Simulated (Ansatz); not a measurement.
Cl on the 1x1 (110) surface of bcc Mo, one in a 3x3 cell, energies for each (63.6 Å²). Energies are against ½ Cl2(g), without zero-point or thermal terms; each row is named by its start.

All values below come from PBE (plane waves to 420 eV, PAW; Ansatz, a quantum-chemistry and plane-wave program).

Q: Which site binds most strongly?
A) top Mo
B) hollow Mo-Mo-Mo

A: B, hollow Mo-Mo-Mo. Adsorption energies: hollow Mo-Mo-Mo -2.81 eV; top Mo -2.19 eV.
